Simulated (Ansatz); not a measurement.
ZnS: biaxial strain −2.50 %, plane normal [001], relaxed out of plane

The reference is ZnS in the zinc blende structure (space group F-43m, No. 216; a = 5.357 Å). Axes: x, y, z lie along the cube axes.

One thing is altered: biaxial strain −2.50 %, plane normal [001], relaxed out of plane (Cartesian); in-plane vectors clamped, the third vector and the atoms free.

Calculations: PBEsol (Ansatz, a first-principles code; PAW; 420 eV plane waves; without spin-orbit coupling). Settings: 11×11×11 k-points, 0.05 eV Fermi–Dirac smearing.

```csv
quantity,base,changed,shift
space group,F-43m (No. 216),I-4m2 (No. 119),–
shortest interatomic distance,4.383 bohr,4.355 bohr,-0.028 bohr
energy relative to the base (free energy F),0 meV/atom,+7.4 meV/atom,+7.4 meV/atom
band gap,2.09 eV,2.09 eV,+0.010 eV
gap character,direct at Γ,direct at Γ,–
electron mass,0.17 mₑ (at Γ),0.17 mₑ (at Γ),–
"valence-band top at Γ (three highest levels, from the VBM)","0.00, 0.00, 0.00 eV","0.00, 0.00, -0.22 eV",–
"valley order (the lowest conduction-band minima on the path, energy above the VBM, named in the base's zone)",Γ 2.09 eV; X along ⟨100⟩ 3.17 eV; L along ⟨111⟩ 3.24 eV,Γ 2.09 eV; X along [010] 2.96 eV; L along [111] 3.15 eV; X along [001] 3.27 eV,–
out-of-plane strain,–,+2.96 %,–
ratio −ε⊥/ε∥,–,1.19,–
mean in-plane stress (compression positive),–,+2.5 GPa,–
```

Final structure (turned so that z lies along the plane normal):

```xyz
2
Lattice="3.6930 0.0000 0.0000 0.0000 3.6930 0.0000 1.8465 -1.8465 2.7577" Properties=species:S:1:pos:R:3 pbc="T T T"
Zn     0.0000     0.0000     0.0000
S      3.6930     1.8465     1.3788
```

Cost of the whole job for the changed cell (relaxation, final SCF and bands): around 40 core-seconds (rough).

Effective masses come from finite differences of ±0.01 Å⁻¹. Whether these cells are dynamically stable was not tested. k-point labels follow each cell's own Brillouin zone.
